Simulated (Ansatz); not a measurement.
AlN (P6_3mc), r2SCAN with spin-orbit coupling, rigid bands run with Ansatz (a quantum-chemistry and plane-wave program): Condition of this run: uniaxial stress along c of -9 GPa (compression positive) (the target of the relaxation). band gap 4.75 eV, N_c = 4.32e18 cm⁻³ and N_v = 2.37e20 cm⁻³ at 300 K, conductivity masses along y (a = (3.10, 0.00, 0.00) Å; b = (-1.55, 2.68, 0.00) Å; c = (0.00, 0.00, 5.12) Å) of 0.320 mₑ (electrons) and 2.58 mₑ (holes). Take k_BT = 0.02585 eV.

Problem. A film of it is 2 nm thick, with its normal along the direction named. Estimate the confinement energies in an infinite well.

Solution. ħ²π²/(2m t²) = 0.376 eV·nm²/(m/mₑ × t²) gives 294 meV for electrons and 36.4 meV for holes, so the gap would widen to about 5.08 eV. Finite barriers and nonparabolic bands lower this, and with several valleys or bands the heaviest mass along the normal sets the lowest level, not this average.

Problem. Find the intrinsic carrier density and the intrinsic Fermi level.

Solution. n_i = √(N_c N_v) exp(−E_g/2k_BT) = 3.20e19 × exp(−91.87) = 4.0e-21 cm⁻³. The level lies (k_BT/2) ln(N_v/N_c) = 52 meV from mid-gap (positive towards the conduction band). Each 0.1 eV added to the gap lowers n_i by a factor of 6.9.

Problem. What thermal injection velocity √(2k_BT/πm) limits a ballistic channel along the direction named?

Solution. 9.51e6 cm/s for electrons and 3.35e6 cm/s for holes, a ratio of √(m_h/m_e) = 2.84, for dilute carriers.

Rigid, parabolic bands with the computed gap; masses take one relaxation time for all states. Geometry: cell and atoms relaxed with PBEsol.
